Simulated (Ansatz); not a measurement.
We consider CuI (R-3m, No. 166, 4 atoms in the cell; start mp-23306; a measured phase of this formula has another space group), described by r²SCAN+rVV10 in Ansatz (PAW).

Numerical settings: plane-wave cutoff 560 eV, 14×14×14 k mesh, Fermi–Dirac smearing 0.05 eV, no spin polarisation, scalar-relativistic PAW data made under PBE.

Cell (relaxed at this level):

Space group R-3m, hexagonal axes (No. 166); a = 4.354 Å, b = 4.354 Å, c = 20.335 Å, α = 90.00°, β = 90.00°, γ = 120.00°

| atom | site | symmetry | x | y | z |
|---|---|---|---|---|---|
| Cu | 6c | 3m | 0.0000 | 0.0000 | 0.1231 |
| I | 3a | -3m | 0.0000 | 0.0000 | 0.0000 |
| I | 3b | -3m | 0.0000 | 0.0000 | 0.5000 |
(The calculation used a cell of 4 atoms; values per cell refer to that cell.)

**Question.** Estimate the band gap that the calculation returns.

**Answer.** 
band gap: 0.07 eV (under three smearing widths, so not firm)

Spin–orbit coupling is not included; it can close the smallest gap of 0.07 eV.

Computing time: about 2.3 core-minutes (a rough figure).

A start named mp-… is a Materials Project structure, which need not be a measured phase.

Ansatz is a first-principles code.
